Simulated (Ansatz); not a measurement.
For ZrSe₂ (model structure, started from the 3R-MoS2 type, R3m, No. 160, 3 atoms in the cell), PBEsol in Ansatz (plane waves, PAW) gives:

| Item | Result |
|---|---|
| equilibrium lattice constant a | 3.647 Å |
| c axis length | 19.187 Å |
| enthalpy of formation | -1.201 eV/atom |

Task: What does PBE-D3(BJ) (PAW; Ansatz, a program for electronic structure) give for the same quantities?

Result: 
- lattice constant a: 3.657 Å (rises by 0.3 %)
- lattice parameter c: 18.849 Å (falls by 1.8 %)
- formation enthalpy: -1.198 eV/atom (moves by +0.003 eV/atom)

Changes are worked out from the printed values.

Unless a cell is named, each level is at its own relaxed cell (PBEsol 24.56, PBE-D3(BJ) 24.26 Å³/atom).

Ansatz's density-functional and Hartree–Fock values are scalar-relativistic unless marked +SOC, with PAW data made under PBE.

A model structure was made by putting elements into a prototype or built by hand; it is no filed structure, need not be a known phase, and can be a saddle point held by its symmetry.
